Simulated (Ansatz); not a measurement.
**Ta2BN (model structure, R-3m, No. 166, 4 atoms in the cell): properties by level of theory**

```tsv
level (code)	lattice constant a (Å)	c axis length (Å)	bulk modulus (GPa)	cohesive energy (eV/atom)
PBE (Ansatz)	3.188	15.704	281	7.73
PBEsol (Ansatz)	3.162	…	…	…
r²SCAN (Ansatz)	…	…	297	7.62
```

Q: Some entries are withheld; supply them.

A: 
- PBEsol (Ansatz, a first-principles code), c axis length (Å): 15.533
- PBEsol (Ansatz), bulk modulus (GPa): 302
- PBEsol (Ansatz), cohesive energy (eV/atom): 8.39
- r²SCAN (Ansatz), lattice constant a (Å): 3.171
- r²SCAN (Ansatz), c axis length (Å): 15.680

Caveats: the bulk modulus is −V dP/dV from two relaxed cells at ±2 % in volume (PBE, PBEsol, r²SCAN). Ansatz's density-functional and Hartree–Fock values are scalar-relativistic unless marked +SOC, with PAW data made under PBE.

Free atoms are spin-polarised, in the lowest state found; at levels without +SOC their spin–orbit coupling is left out.

Computed values are for the static lattice.

A model structure was made by putting elements into a prototype or built by hand; it is no filed structure, need not be a known phase, and can be a saddle point held by its symmetry.
